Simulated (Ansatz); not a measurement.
**MoGe (model structure, started from the CsCl type, Pm-3m, No. 221, 2 atoms in the cell): properties by level of theory**

```
level (code)         lattice parameter a (Å)  enthalpy of formation (eV/atom)
-------------------  -----------------------  -------------------------------
PBE (Ansatz)                           3.126                            0.126
PBEsol (Ansatz)                        3.091                            0.046
PBE-D3(BJ) (Ansatz)                    3.092                            0.044
r²SCAN (Ansatz)                        3.107                            0.193
```

Ansatz's density-functional and Hartree–Fock values are scalar-relativistic unless marked +SOC, with PAW data made under PBE.

Computed values are for the static lattice.

A model structure was made by putting elements into a prototype or built by hand; it is no filed structure, need not be a known phase, and can be a saddle point held by its symmetry.

Ansatz is a program for electronic structure.
